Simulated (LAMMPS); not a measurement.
Consider a symmetric tilt boundary about [001] in Si (diamond structure), boundary plane (310) in molecular dynamics.

Model: classical MD, pair style tersoff/mod/c, file Si.tersoff.modc; code LAMMPS.

Σ5, energy 0.54 J/m² at 0 K; heated in steps, 60 ps sampled at each, free outer surfaces; steps at which the grains lost their order are left out.

```json
[
 {"T (K)": "844", "disordered width (Å)": "4.2", "disordered share in the grains": "0.00"},
 {"T (K)": "1181", "disordered width (Å)": "4.7", "disordered share in the grains": "0.00"},
 {"T (K)": "1350", "disordered width (Å)": "4.8", "disordered share in the grains": "0.02"},
 {"T (K)": "1518", "disordered width (Å)": "…", "disordered share in the grains": "0.05"},
 {"T (K)": "1636", "disordered width (Å)": "…", "disordered share in the grains": "0.07"}
]
```

Problem. Some entries are withheld; supply them.

Solution. 
- 1636, disordered width (Å): 5.6
- 1518, disordered width (Å): 5.6
